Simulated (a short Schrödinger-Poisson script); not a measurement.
Structure: MOS inversion layer, SiO2 on p-type Si(111), at 300 K.

```tsv
layer	material	thickness (nm)	Na (cm⁻³)
1	SiO2	2.3	-
2	Si	380	1.3e18
```

Constants are typed, rounded textbook-type inputs, not results; the design itself was drawn at random and stands for no fabricated device. SiO2: permittivity 3.9, conduction-band edge (eV) 3.15, gap (eV) 9, electron mass (mₑ) 0.5. Si: permittivity 11.7, conduction-band edge (eV) 0, gap (eV) 1.124, Nv at 300 K (cm⁻³) 3.1e19.

Channel valleys (confinement mass, in-plane density-of-states mass, number): Δ6 0.258, 0.358, 6. At the gate the conduction-band edge of layer 1 lies 3.22 eV − eVg above the Fermi level of the channel; the field vanishes at the back. Gaps are held at their typed values at every temperature. Mesh 0.03 nm at interfaces.

From a short Schrödinger-Poisson script (our own, NumPy): 1D Poisson equation in equilibrium, electrons quantum, Hartree (BenDaniel-Duke, 12 states a valley, the channel's in-plane mass for all, wave functions ending at the dielectric), parabolic valleys, classical holes, full ionisation, no traps, pinning or gate leakage.

The same stack at other levels of the model or other numerical settings:

| run | sheet density of all electrons at Vg = 2 V (cm⁻²) | sheet density of all electrons at Vg = 0.8 V (cm⁻²) | capacitance at Vg = 2 V (μF/cm²) | centroid of the channel electrons at Vg = 2 V (nm) | rough cost against the base |
|---|---|---|---|---|---|
| base | 1.01e13 | 1.10e12 | 1.26 | 1.67 | about 1 |
| electrons treated as classical, Boltzmann | 1.30e13 | 2.41e12 | 1.45 | 0.26 | 0.04 |
| electrons treated as classical, Fermi-Dirac | 1.24e13 | 2.32e12 | 1.39 | 0.44 | 0.2 |
| mesh six times as coarse | 1.01e13 | 1.11e12 | 1.26 | 1.67 | 0.3 |
| one subband a valley | 1.01e13 | 1.10e12 | 1.26 | 1.67 | 0.6 |

The classical rows ignore confinement, and Boltzmann statistics overrate the density once the band edge passes the Fermi level.
